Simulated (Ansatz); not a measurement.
Consider HgI2 in the 2H-MoS2 type structure (space group P6_3/mmc, No. 194; a = 4.155 Å, c = 14.393 Å; a hypothetical phase, not in the database extracts checked).

The values are results of r2SCAN+rVV10 in Ansatz (plane waves to 500 eV, PAW, without spin-orbit coupling), not measurements.

Before the change:

- Volume per atom = 35.86 Å³
- c/a ratio = 3.464
- Band gap = 0.66 eV

Modification: every Hg is replaced by Mn; the structure is relaxed again.

Task: How does this affect the volume per atom, c/a ratio and band gap?

Result: The volume per atom decreases by 2.552 Å³ to 33.30 Å³; the c/a ratio grows by 0.139 (3.464 → 3.603); the band gap grows by 1.07 eV to 1.73 eV.

Other magnetic orders, which the real material may have, were not ruled out. Spin-orbit coupling, missing from the scalar runs, can matter with Hg and I. Stability against distortions was not tested. As relaxed here, MnI2 is a hypothetical phase, not in the database extracts checked. A gap here joins edges of opposite spin (a spin-flip gap).

Ansatz is a program for electronic structure.
